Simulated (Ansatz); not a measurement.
**One base run on Cs3Tl2Cl9 (P1, 28 atoms in the cell) and variants with one or two settings moved**

```yaml
crystal:
  lattice:
    - [6.40592, 3.69846, 6.08785]
    - [-6.40592, 3.69846, 6.08785]
    - [0.00000, -7.39692, 6.08785]
  atoms:
    - { symbol: Cs, position: [0.41895, 0.08101, 0.74510] }
    - { symbol: Cs, position: [0.74507, 0.41952, 0.08327] }
    - { symbol: Cs, position: [0.08305, 0.75129, 0.42410] }
    - { symbol: Cs, position: [0.58369, 0.91512, 0.25828] }
    - { symbol: Cs, position: [0.91905, 0.25502, 0.57719] }
    - { symbol: Cs, position: [0.25146, 0.58759, 0.90875] }
    - { symbol: Cl, position: [0.91946, 0.58513, 0.74735] }
    - { symbol: Cl, position: [0.74930, 0.92157, 0.57837] }
    - { symbol: Cl, position: [0.58649, 0.75215, 0.90965] }
    - { symbol: Cl, position: [0.08525, 0.41586, 0.25085] }
    - { symbol: Cl, position: [0.41112, 0.25030, 0.09008] }
    - { symbol: Cl, position: [0.25065, 0.08657, 0.41718] }
    - { symbol: Cl, position: [0.08408, 0.91696, 0.75180] }
    - { symbol: Cl, position: [0.74846, 0.08504, 0.91983] }
    - { symbol: Cl, position: [0.91758, 0.74674, 0.08669] }
    - { symbol: Cl, position: [0.58640, 0.41591, 0.75269] }
    - { symbol: Cl, position: [0.41966, 0.73763, 0.59059] }
    - { symbol: Cl, position: [0.74922, 0.58719, 0.41869] }
    - { symbol: Cl, position: [0.91731, 0.08674, 0.24813] }
    - { symbol: Cl, position: [0.08726, 0.24896, 0.91101] }
    - { symbol: Cl, position: [0.24749, 0.91610, 0.08513] }
    - { symbol: Cl, position: [0.41236, 0.57746, 0.25028] }
    - { symbol: Cl, position: [0.58287, 0.24976, 0.41556] }
    - { symbol: Cl, position: [0.24450, 0.41936, 0.58663] }
    - { symbol: Tl, position: [0.85004, 0.84789, 0.84459] }
    - { symbol: Tl, position: [0.65101, 0.64475, 0.64793] }
    - { symbol: Tl, position: [0.15116, 0.15124, 0.14273] }
    - { symbol: Tl, position: [0.34706, 0.34712, 0.35754] }
```

Base run A: LDA (PW92), default PAW files made with PBE (Ansatz, a quantum-chemistry and plane-wave program), self-consistent single point.

Its settings: basis.ecutwfc = 30.9 Ry; kpoints.mp_grid.grid = 2 2 2; hamiltonian.xc = lda; hamiltonian.pseudopotentials = {kind: paw} (the program's default PAW files); scf.occupations.method = cold; scf.occupations.width = 0.02 Ry.

The starting cell comes from a database of published, mostly measured structures (it also holds non-ambient and calculated ones), without a prior relaxation at this level. Its atoms were displaced at random from the sites of space group no. 167. Spin-orbit coupling is off. In the base run, forces exceed 1 eV/Å. Ansatz's pressure includes its estimate of the finite-basis (Pulay) stress.

ΔF is the free energy per atom less that of run A. 

Run A gave: pressure (GPa) -1.28; largest force (eV/Å) 1.029; gap on the mesh (eV) 2.062.

Runs:
- B: scf.convergence.dr2_threshold: default (1e-07 eV) → 0.1 eV
- C: scf.mixing.preconditioner: default (the program chose Resta) → resta; scf.mixing.eps_inf: default → 10
- D: scf.mixing.algorithm: default (the program chose MSR1) → anderson; scf.mixing.beta: default → 0.9

Q: What does run B change against A?

A: The free energy stays essentially unchanged (within 1 meV/atom), the pressure hardly changes (-1.28 to -1.25 GPa), the largest force moves little (1.029 to 1.037 eV/Å) and the gap on the mesh goes from 2.062 to 2.042 eV.

```json
[
 {"run": "A", "ΔF (meV/atom)": "0.00", "pressure (GPa)": "-1.28", "largest force (eV/Å)": "1.029", "gap on the mesh (eV)": "2.062"},
 {"run": "B", "ΔF (meV/atom)": "0.31", "pressure (GPa)": "-1.25", "largest force (eV/Å)": "1.037", "gap on the mesh (eV)": "2.042"},
 {"run": "C", "ΔF (meV/atom)": "0.00", "pressure (GPa)": "-1.28", "largest force (eV/Å)": "1.029", "gap on the mesh (eV)": "2.062"},
 {"run": "D", "ΔF (meV/atom)": "0.00", "pressure (GPa)": "-1.28", "largest force (eV/Å)": "1.029", "gap on the mesh (eV)": "2.062"}
]
```

Keys are those of Ansatz 0.2.
